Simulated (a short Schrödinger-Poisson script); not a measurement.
## MOS inversion layer, SiO2 on p-type Si(100)

Structure: MOS inversion layer, SiO2 on p-type Si(100), at 300 K.

| layer | material | thickness (nm) | Na (cm⁻³) |
|---|---|---|---|
| 1 | SiO2 | 2.5 | - |
| 2 | Si | 1500 | 8.1e16 |

Constants are typed, rounded textbook-type inputs, not results; the design itself was drawn at random and stands for no fabricated device. SiO2: permittivity 3.9, conduction-band edge (eV) 3.15, gap (eV) 9, electron mass (mₑ) 0.5. Si: permittivity 11.7, conduction-band edge (eV) 0, gap (eV) 1.124, Nv at 300 K (cm⁻³) 3.1e19.

Channel valleys (confinement mass, in-plane density-of-states mass, number): Δ2 0.916, 0.19, 2; Δ4 0.19, 0.417, 4. At the gate the conduction-band edge of layer 1 lies 3.59 eV − eVg above the Fermi level of the channel; the field vanishes at the back. Gaps are held at their typed values at every temperature. Mesh 0.03 nm at interfaces.

Solved with a short Schrödinger-Poisson script written for these runs: 1D Poisson equation in equilibrium, electrons quantum, Hartree (BenDaniel-Duke, 12 states a valley, the channel's in-plane mass for all, wave functions free to enter the dielectric), parabolic valleys, classical holes, full ionisation, no traps, pinning or gate leakage.

```
Vg (V)  electrons (cm⁻²)  C (μF/cm²)  Δ2 E0 (meV)  Δ2 E1 (meV)  Δ4 E0 (meV)  Δ4 E1 (meV)
------  ----------------  ----------  -----------  -----------  -----------  -----------
0.2               7.10e6      0.0974        374.7        406.3        400.1        452.6
0.4               7.35e9       0.123        192.8        227.6        220.5        278.3
0.6              5.43e11       0.834         77.3        118.6        110.0        174.1
0.8              1.73e12        1.04         41.5         92.2         81.4        151.9
1                3.07e12        1.11         21.6         80.8         67.7        143.4
1.2              4.48e12        1.14          7.2         74.0         58.9        138.8
1.4              5.92e12        1.17         -4.4         69.3         52.2        135.9
1.6              7.39e12        1.18        -14.4         65.8         46.8        133.9
1.8              8.88e12        1.20        -23.2         63.1         42.1        132.4
2                1.04e13        1.21        -31.3         60.8         38.0        131.3
```

Gate voltages with under 1e6 electrons/cm² are left out.

Subbands count from the Fermi level.
